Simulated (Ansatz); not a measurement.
# Bulk modulus of CdS (model structure, started from the BeO type, P4₂/mnm, No. 136, 8 atoms in the cell) at several levels of theory

No measured value is used here.

```json
[
 {"level (code)": "LDA (Ansatz)", "value (GPa)": "59.9", "cell (Å³/atom)": "25.08"},
 {"level (code)": "PBEsol (Ansatz)", "value (GPa)": "54.6", "cell (Å³/atom)": "25.98"},
 {"level (code)": "r²SCAN (Ansatz)", "value (GPa)": "53.4", "cell (Å³/atom)": "26.66"}
]
```

LDA, PBEsol, r²SCAN: the bulk modulus is −V dP/dV from two relaxed cells at ±2 % in volume. Each level is taken at its own relaxed cell. Cutoffs differ between the levels. Ansatz's density-functional and Hartree–Fock values are scalar-relativistic unless marked +SOC, with PAW data made under PBE.

A model structure was made by putting elements into a prototype or built by hand; it is no filed structure, need not be a known phase, and can be a saddle point held by its symmetry.

Ansatz is a program for electronic structure.
